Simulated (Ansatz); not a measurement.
System: CdO (model structure, started from the BN type, Pm-3n, No. 223, 12 atoms in the cell). Method: LDA (Ansatz, a quantum-chemistry and plane-wave program, PAW).

Run with plane-wave cutoff 520 eV, 6×6×6 k mesh, Fermi–Dirac smearing 0.01 eV, scalar-relativistic PAW data made under PBE.

Cell (relaxed at this level):

```
CELL_PARAMETERS angstrom
      6.11626     0.00000     0.00000
      0.00000     6.11626     0.00000
      0.00000     0.00000     6.11626
ATOMIC_POSITIONS crystal
  Cd 0.25000 0.00000 0.50000
  Cd 0.50000 0.25000 0.00000
  Cd 0.50000 0.75000 0.00000
  Cd 0.75000 0.00000 0.50000
  Cd 0.00000 0.50000 0.75000
  Cd 0.00000 0.50000 0.25000
  O  0.25000 0.50000 0.00000
  O  0.00000 0.25000 0.50000
  O  0.00000 0.75000 0.50000
  O  0.75000 0.50000 0.00000
  O  0.50000 0.00000 0.75000
  O  0.50000 0.00000 0.25000
```

**Question.** Predict the band gap.

**Answer.** 
band gap: 0.18 eV

Note: the relaxation could raise the start's symmetry but not lower it, so the cell can be a saddle point.

Spin–orbit coupling is not included.

Static lattice: no zero-point or thermal effects.

A model structure was made by putting elements into a prototype or built by hand; it is no filed structure, need not be a known phase, and can be a saddle point held by its symmetry.
